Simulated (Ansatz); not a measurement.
Consider K₂S in the anti-fluorite structure (space group Fm-3m, No. 225; a = 7.336 Å). Axes: x, y, z lie along the cube axes.

Level of theory: Kohn–Sham DFT with the PBEsol functional, run in Ansatz (a first-principles code) with PAW and 420 eV plane waves, no spin-orbit coupling.

For the base:

| Property | Value |
|---|---|
| Band gap | 2.35 eV |
| Pressure | 0.01 GPa |

One thing is altered: the cell is compressed by 1.50 % along z with no lateral relaxation, atoms relaxed at fixed cell.

Task: Estimate the effect on the band gap.

Result: The band gap increases by 0.02 eV, from 2.35 eV to 2.37 eV.

Task: What does the calculation give for the pressure after the change?

Result: The pressure (mean of the normal stresses, compression positive) increases by 0.31 GPa, from 0.01 GPa to 0.32 GPa.

The cells carry an imposed strain or load. Stability against distortions was not tested.
